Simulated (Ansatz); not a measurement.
Defect migration in bcc Nb: interstitial N, neutral cell. Computed with PBE, PAW (plane waves to 420 eV; Ansatz, a program for electronic structure).

Cell of 36 host sites held at the relaxed PBE lattice; a 2×2×3 k-point mesh shifted by half a step; Fermi-Dirac width 0.10 eV, spin-restricted; finite-size errors left in. Static, classical nuclei. Sites that were not tried may lie lower.

Barriers: single points on a 3×3×4 k-point mesh shifted by half a step at the bands' geometries (they differ from the bands' own by up to 0.05 eV, and are uncertain by about as much).

Relaxed starting cell (atoms counted from 1):

```xyz
37
Lattice="9.9327 0.0000 0.0000 0.0000 9.9327 0.0000 0.0000 0.0000 6.6218" Properties=species:S:1:pos:R:3 pbc="T T T"
Nb    -0.0131     0.0041     0.0050
Nb    -0.0130     0.0040     3.3160
Nb    -0.0126     2.9538     0.0050
Nb    -0.0128     3.2929     3.3159
Nb    -0.0139     6.9873     0.0055
Nb    -0.0136     6.6479     3.3165
Nb     3.3055     0.0045     0.0053
Nb     3.3114     0.0044     3.3162
Nb     3.3101     3.3146     0.0052
Nb     3.3114     3.3248     3.3161
Nb     3.3091     6.6270     0.0056
Nb     3.3103     6.6172     3.3167
Nb     6.6011     0.0033     0.0053
Nb     6.5952     0.0035     3.3158
Nb     6.5971     3.3135     0.0050
Nb     6.5960     3.3234     3.3158
Nb     6.5961     6.6260     0.0055
Nb     6.5948     6.6159     3.3164
Nb     1.6868     1.6292     1.7003
Nb     1.6868     1.6293     4.9314
Nb     1.5632     4.9708     1.5983
Nb     1.5631     4.9710     5.0344
Nb     1.6856     8.3127     1.7007
Nb     1.6856     8.3125     4.9320
Nb     4.9536     1.6753     1.6507
Nb     4.9539     1.6749     4.9810
Nb     4.9530     4.9702     1.6654
Nb     4.9531     4.9704     4.9671
Nb     4.9526     8.2652     1.6512
Nb     4.9528     8.2656     4.9816
Nb     8.2210     1.6281     1.7002
Nb     8.2207     1.6280     4.9314
Nb     8.3432     4.9698     1.5981
Nb     8.3427     4.9698     5.0344
Nb     8.2198     8.3113     1.7006
Nb     8.2195     8.3115     4.9318
N     -0.0133     4.9705     0.0053
```

End state 1 differs by these moves (Å; atoms that move under 0.08 Å are left out):

```
atom  element     Δx     Δy     Δz
----  -------  -----  -----  -----
3          Nb   0.00   0.44  -0.06
4          Nb   0.00   0.10   0.07
5          Nb   0.00  -0.44  -0.06
6          Nb   0.00  -0.10   0.07
21         Nb   0.10   0.00   0.07
22         Nb   0.44   0.00  -0.06
33         Nb  -0.10   0.00   0.07
34         Nb  -0.44   0.00  -0.06
37          N   0.00   0.00  -1.65
```

Question: Give the forward and backward barriers to end state 1 at the level PBE, PAW.

Answer: forward 1.23 eV, backward 1.23 eV; at the saddle point atom 37 has neighbours 4 Nb at 2.02 Å. The saddle point's order was not checked, and it lies on a symmetry element of the cell, where a band can be held.
